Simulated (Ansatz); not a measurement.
Consider Pt in the fcc (Cu type) structure (space group Fm-3m, No. 225; relaxed with 0.1 eV smearing).

```
Pt
1.0
    0.00000     1.94769     1.94769
    1.94769     0.00000     1.94769
    1.94769     1.94769     0.00000
Pt
1
Direct
  0.00000   0.00000   0.00000
```

Cartesian axes are those of the cell as printed.

Calculations: Ansatz (a program for electronic structure) LDA, scalar-relativistic without spin-orbit coupling.

Before the change:

The shortest interatomic distance is 2.754 Å. The band gap comes out as zero.

The change: the cell is stretched by 0.50 % along z with no lateral relaxation; the atoms relax in the strained cell.

How does this affect the stress, shortest interatomic distance, energy relative to the base and band gap?

The stress (xx, yy, zz, yz, xz, xy; compression positive) comes out as (-1.3, -1.3, -1.9, 0.0, 0.0, 0.0) GPa; the shortest interatomic distance is still 2.754 Å; the energy rises by 0.4 meV/atom; the band gap remains zero.

Whether these cells are dynamically stable was not tested. All final runs are without spin polarisation.
